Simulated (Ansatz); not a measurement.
Start from TlBr in the CsCl type structure (space group Pm-3m, No. 221; a = 3.8395 Å).

Level of theory: plane-wave PAW DFT at the LDA level (Ansatz, a first-principles code, 420 eV), no spin-orbit coupling.

Before the change:

| Property | Result |
|---|---|
| Width of the top valence band | 2.49 eV |
| Band gap | 1.37 eV |
| Gap character | direct at X |

Modification: an isotropic linear strain of −2.50 %, atoms relaxed at fixed cell.

### Question
Predict the new width of the top valence band.

### Answer
The width of the top valence band goes up by 0.42 eV, from 2.49 eV to 2.91 eV.

### Question
Predict the new band gap.

### Answer
The band gap shrinks by 0.30 eV to 1.07 eV.

### Question
How does this affect the gap character?

### Answer
The gap character goes from direct at X to indirect, X → R.

With Tl present, leaving out spin-orbit coupling can change the band edges. No phonon test of stability was made.
